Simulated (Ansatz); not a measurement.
Ansatz (a program for electronic structure) run on MgPd (P4mm, 2 atoms in the cell): relaxation of the atoms.

Method of the run: LDA (PW92), default PAW files made with PBE (plane waves; Ansatz).

The change in words: one atom moved by 0.15 angstrom; relax: default → atoms; relax.f_tol: default → 0.002 eV/Å. Reference geometry:
```xyz
2
Lattice="3.1396 0.0000 0.0000 0.0000 3.1396 0.0000 0.0000 0.0000 3.1396" Properties=species:S:1:pos:R:3 pbc="T T T"
Mg     0.0000     0.0000     0.0000
Pd     1.5698     1.5698     1.5698
```

Reference input (self-consistent single point, DFT, LDA (PW92), plane waves, default PAW files made with PBE): basis.ecutwfc = 420 eV; kpoints.mp_grid.grid = 11 11 11; hamiltonian.xc = lda; hamiltonian.pseudopotentials = {kind: paw} (the program's default PAW files); scf.occupations.method = gaussian; scf.occupations.width = 0.1 eV. This run's input differs from it in these lines:

```diff
@@ -7,3 +7,3 @@
   atoms:
-    - { symbol: Mg, position_ang: [0.000000, 0.000000, 0.000000] }
+    - { symbol: Mg, position_ang: [0.000000, 0.000000, 0.150001] }
     - { symbol: Pd, position_ang: [1.569802, 1.569802, 1.569802] }
@@ -18,2 +18,4 @@
   occupations: { method: gaussian, width: 0.1 }
+relax:
+  f_tol: 0.002
 output:
```

The program printed (abridged):

```
   [... SCF lines of the steps left out ...]
relax step   1: F+E_penalty+E_count = -8747.58875091 eV  Δ(F+E_penalty+E_count) = +0.000e0 eV  max|allowed force component| = 6.182e-1 eV/Å  Δτ_max = 0.0000 Å  (6 SCF iters, dr2 threshold 1.00e-7 eV, accepted)
relax step   2: F+E_penalty+E_count = -8747.62869196 eV  Δ(F+E_penalty+E_count) = -3.994e-2 eV  max|allowed force component| = 2.310e-1 eV/Å  Δτ_max = 0.0470 Å  (6 SCF iters, dr2 threshold 2.39e-5 eV, accepted)
relax step   3: F+E_penalty+E_count = -8747.63515646 eV  Δ(F+E_penalty+E_count) = -6.464e-3 eV  max|allowed force component| = 1.963e-3 eV/Å  Δτ_max = 0.0277 Å  (6 SCF iters, dr2 threshold 3.33e-6 eV, accepted)
relax step   4: F+E_penalty+E_count = -8747.63515646 eV  Δ(F+E_penalty+E_count) = -3.747e-10 eV  max|allowed force component| = 1.985e-3 eV/Å  Δτ_max = 0.0000 Å  (6 SCF iters, accepted)
the relaxation is at rest under the 8 symmetry operations that the run kept from its start: a minimum is not shown …
Stability not checked: this state was not tested for a lower state beside it, because too few of the mixer's solves of this state at the end of the SCF gave a …
Free energy (F): -8747.635156 eV
Internal energy: -8747.629747 eV  (E = F + TS)
E sigma→0 (E₀):  -8747.632452 eV
Entropy (-TS):   -0.005409 eV (-2.705 meV/atom)
Fermi energy:    13.778336 eV
--- Forces (eV/Å), atoms counted from 1 ---
  atom   1  Mg     0.00000000     0.00000000    -0.00198527
   [... lines left out ...]
  The stress holds the Pulay correction. Without it, at fixed plane waves, as pw.x and ABINIT print it: P = -3.5942 GPa
--- Relaxed structure (4 steps of the walk, 4 accepted, 0 SCFs on fresh bases) ---
  F+E_penalty+E_count = -8747.63515646 eV   max|allowed force component| = 1.985e-3 eV/Å
  atoms:
    - { symbol: Mg, position: [1.5335776086874964e-35, 0.0, 0.023965196557262963] }
    - { symbol: Pd, position: [0.5, 0.5, 0.5238120224095937] }
```

The run converged.  The full log also holds: “iter 4 did not close the SCF: its close was put off for the readings that it lacked (scf_convergence_deferred on its scf_iter line)”. The full log also holds: “iter 2 did not close the SCF: its close was put off for the readings that it lacked (scf_convergence_deferred on its scf_iter line)”.

Summary of the result:
| Item | Value |
|---|---|
| Free energy E − TS (on the zero of these files) | -8747.6352 eV |
| Fermi level (on the code's own zero) | 13.78 eV |
| Pressure | -3.58 GPa |
| Largest force (vector length) | 0.002 eV/Å |
| Relaxation steps | 4 |

The starting cell comes from a database of computed structures (which also holds hypothetical and non-ambient phases and stackings), without a prior relaxation at this level. Its lattice was rescaled by up to half a per cent. For this run, on top of that: one atom moved by 0.15 angstrom. Spin polarisation is off. The relaxation keeps the symmetry of its start, so its end need not be a minimum. Ansatz's pressure includes its estimate of the finite-basis (Pulay) stress.

Keys are those of Ansatz 0.2.
